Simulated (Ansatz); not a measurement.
Functionals compared on a constructed model of the (100) surface of fcc Pt, a pseudomorphic layer of In in the host's stacking (bottom of the slab: a bare face, its two planes held), in Ansatz (plane waves, PAW). The structure was relaxed with PBE; the other rows are single points on it. Cutoff 420 eV (500 eV for r2SCAN).

Model: 7-atom slab, 12.0 Å thick at the start, 13x13x1 mesh, Fermi-Dirac 0.1 eV, dipole correction, 2 atoms held, the rest relaxed; symmetry of the start imposed; no spin, no spin-orbit, no U. It is one candidate, not shown to be the stable structure of the face. These notes are the PBE run's.

```csv
functional,work function of the top face (eV),rough cost of the single point
PBE,4.37,–
RPBE,4.24,roughly 50 core-seconds
r2SCAN,4.49,about 90 core-seconds (a rough figure)
```

Ansatz is a quantum-chemistry and plane-wave program.
